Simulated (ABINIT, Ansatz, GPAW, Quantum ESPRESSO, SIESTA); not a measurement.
**Code comparison for Rh (Fm-3m, 1 atom in the cell)**

Self-consistent single point, at a second geometry (lattice scaled by 0.98). First geometry:

```xyz
1
Lattice="0.0000 1.9000 1.9000 1.9000 0.0000 1.9000 1.9000 1.9000 0.0000" Properties=species:S:1:pos:R:3 pbc="T T T"
Rh     0.0000     0.0000     0.0000
```

Shared settings, as Ansatz (a quantum-chemistry and plane-wave program) writes them: kpoints.mp_grid.grid = 15 15 15; scf.occupations.method = gaussian; scf.occupations.width = 0.2 eV. Potentials and cutoffs stand in the table.

```tsv
code	model	ΔF from the first geometry (meV/atom)	pressure (GPa)	cutoff
GPAW	PBE, GPAW PAW datasets PBE (gpaw-data 1.0.1)	92.8	29.47	600 eV
Ansatz	PBE, default PAW files	81.7	26.93	default
Quantum ESPRESSO	PBE, SSSP 1.1.2 efficiency (PBE) pseudopotentials	82.9	26.54	60 Ry
SIESTA	GGA PBE, numerical atomic orbitals DZP, PseudoDojo PBE standard norm-conserving potentials (rewritten from UPF to PSML)	81.9	28.15	grid 350 Ry
ABINIT	PBE, PAW (JTH v2.0 PBE PAW)	82.1	26.87	21 Ha
```

For Quantum ESPRESSO (by 0.7 GPa) the energy change implies a higher mean pressure, against the two pressures, than for the other programs: a sign of finite-basis (Pulay) stress.

On Ansatz's run: spin polarisation is off.

The spread over the programs that give each value: ΔF from the first geometry within 11.1 meV/atom; pressure within 2.93 GPa.

SIESTA uses small atom-centred bases, whose incompleteness enters pressures, forces and empty levels differently from a plane-wave cutoff. Ansatz's pressure is given at a fixed set of plane waves, as the other plane-wave codes print theirs; with its correction for the finite basis it is 27.06 GPa. In the pressure, GPAW (by 2.57) and SIESTA (by 1.25) lie more than 1 GPa from the median of the plane-wave programs.

The starting cell has typed, rounded lattice constants, without a prior relaxation at this level. For this run, on top of that: lattice scaled by 0.98.

Left out of this page: Elk and FLEUR (not drawn, or without a comparable value).

Keys are those of Ansatz 0.2.
